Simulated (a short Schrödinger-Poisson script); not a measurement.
# MOS inversion layer, Si3N4 on p-type Si(110)

System: MOS inversion layer, Si3N4 on p-type Si(110), at 300 K.

```tsv
layer	material	thickness (nm)	Na (cm⁻³)
1	Si3N4	2.6	-
2	Si	220	3.8e18
```

Constants are typed, rounded textbook-type inputs, not results; the design itself was drawn at random and stands for no fabricated device. Si3N4: permittivity 7.5, conduction-band edge (eV) 1.95, gap (eV) 5.1, electron mass (mₑ) 0.5. Si: permittivity 11.7, conduction-band edge (eV) 0, gap (eV) 1.124, Nv at 300 K (cm⁻³) 3.1e19.

Channel valleys (confinement mass, in-plane density-of-states mass, number): Δ4 0.315, 0.324, 4; Δ2 0.19, 0.417, 2. At the gate the conduction-band edge of layer 1 lies 2.46 eV − eVg above the Fermi level of the channel; the field vanishes at the back. Gaps are held at their typed values at every temperature. Mesh 0.03 nm at interfaces.

Solved with a short Schrödinger-Poisson script written for these runs: 1D Poisson equation in equilibrium, electrons quantum, Hartree (BenDaniel-Duke, 12 states a valley, the channel's in-plane mass for all, wave functions free to enter the dielectric), parabolic valleys, classical holes, full ionisation, no traps, pinning or gate leakage.

| Vg (V) | electrons (cm⁻²) | C (μF/cm²) | Δ4 E0 (meV) | Δ4 E1 (meV) | Δ2 E0 (meV) | Δ2 E1 (meV) |
|---|---|---|---|---|---|---|
| 0.7 | 1.51e6 | 0.496 | 420.4 | 586.0 | 445.7 | 639.2 |
| 0.8 | 2.66e7 | 0.478 | 346.0 | 518.2 | 372.0 | 573.6 |
| 0.9 | 4.89e8 | 0.463 | 270.6 | 449.0 | 297.3 | 506.4 |
| 1 | 9.16e9 | 0.480 | 194.8 | 379.0 | 222.1 | 438.3 |
| 1.1 | 1.36e11 | 0.823 | 124.9 | 314.5 | 152.8 | 375.6 |
| 1.2 | 7.22e11 | 1.46 | 81.2 | 275.6 | 109.6 | 337.6 |
| 1.3 | 1.68e12 | 1.75 | 58.6 | 257.3 | 87.5 | 319.9 |
| 1.4 | 2.79e12 | 1.88 | 44.6 | 247.4 | 74.0 | 310.4 |
| 1.5 | 3.98e12 | 1.96 | 34.6 | 241.3 | 64.4 | 304.6 |
| 1.6 | 5.21e12 | 2.00 | 26.7 | 237.2 | 56.9 | 300.7 |
| 1.7 | 6.48e12 | 2.04 | 20.1 | 234.3 | 50.7 | 298.0 |
| 1.8 | 7.76e12 | 2.07 | 14.5 | 232.3 | 45.5 | 296.1 |
| 1.9 | 9.06e12 | 2.09 | 9.5 | 230.8 | 40.8 | 294.8 |
| 2 | 1.04e13 | 2.11 | 5.0 | 229.8 | 36.7 | 293.9 |
| 2.1 | 1.17e13 | 2.13 | 0.8 | 229.1 | 32.9 | 293.2 |
| 2.2 | 1.30e13 | 2.14 | -3.0 | 228.6 | 29.4 | - |
| 2.3 | 1.44e13 | 2.15 | -6.6 | - | 26.2 | - |
| 2.4 | 1.57e13 | 2.17 | -9.9 | - | 23.1 | - |
| 2.5 | 1.71e13 | 2.18 | - | - | - | - |
| 2.6 | 1.85e13 | 2.19 | - | - | - | - |
| 2.7 | 1.98e13 | 2.20 | - | - | - | - |

Subbands count from the Fermi level; a dash marks a level above the dielectric's band edge.
